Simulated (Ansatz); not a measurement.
# What uniaxial strain ε_zz = −3.22 % does to WSe2

The reference is WSe2 in the 2H-MoS2 type structure (space group P6_3/mmc, No. 194; a = 3.279 Å, c = 12.786 Å; layered, stacked along the Cartesian z axis). Axes: x lies along a and z along c of the hexagonal cell.

The change: uniaxial strain ε_zz = −3.22 %, all other strain components held at zero, atoms relaxed at fixed cell.

The values are results of Ansatz (a program for electronic structure) PBE-D3(BJ), no SOC, not measurements. k-mesh 12×12×3 (Γ-centred); smearing 0.05 eV (Fermi–Dirac).

| quantity | base | changed | shift |
|---|---|---|---|
| volume per atom | 19.84 Å³ | 19.20 Å³ | -0.64 Å³ |
| shortest interatomic distance | 2.534 Å | 2.529 Å | -0.005 Å |
| energy relative to the base (free energy F) | 0 meV/atom | +5.3 meV/atom | +5.3 meV/atom |
| pressure (mean of the normal stresses, compression positive) | 0.00 GPa | 1.38 GPa | +1.38 GPa |
| band gap | 0.87 eV | 0.71 eV | -0.16 eV |
| gap character | indirect, Γ → K–Γ (47 % along) | indirect, Γ → K–Γ (47 % along) | – |
| smallest direct gap | 1.57 eV | 1.51 eV | -0.052 eV |
| width of the top valence band | 1.52 eV | 1.64 eV | +0.12 eV |
| valence-band top at Γ (three highest levels, from the VBM) | 0.00, -0.96, -1.20 eV | 0.00, -0.72, -1.32 eV | – |
| stress (xx, yy, zz, yz, xz, xy; compression positive) | – | (0.59, 0.59, 2.95, 0.00, 0.00, 0.00) GPa | – |

Final structure:

```
WSe2
1.0
    3.27906     0.00000     0.00000
   -1.63953     2.83975     0.00000
    0.00000     0.00000    12.37435
W Se
2 4
Direct
  0.33333   0.66667   0.25000
  0.66667   0.33333   0.75000
  0.33333   0.66667   0.61455
  0.66667   0.33333   0.11455
  0.66667   0.33333   0.38545
  0.33333   0.66667   0.88545
```

Spin-orbit coupling, missing from the scalar runs, can matter with W. Whether these cells are dynamically stable was not tested.
